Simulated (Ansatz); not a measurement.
Start from Cu$_{3}$Au in the Cu3Au type structure (space group Pm-3m, No. 221; a = 3.781 Å; relaxed with 0.1 eV smearing).

Method: PBE/PAW in Ansatz (a program for electronic structure), no spin-orbit coupling.

Before the change:

The pressure is 0.0 GPa and the band gap is zero.

Modification: the cell is scaled by 1.0241 in all directions; the atoms relax in the strained cell.

Q: What does the calculation give for the pressure after the change?

A: The pressure goes from zero to -8.4 GPa.

Q: What does the calculation give for the energy relative to the base after the change?

A: The energy goes up by 28 meV/atom.

Q: How does this affect the band gap?

A: The band gap stays zero.

Stability against distortions was not tested. The final runs are not spin-polarised.
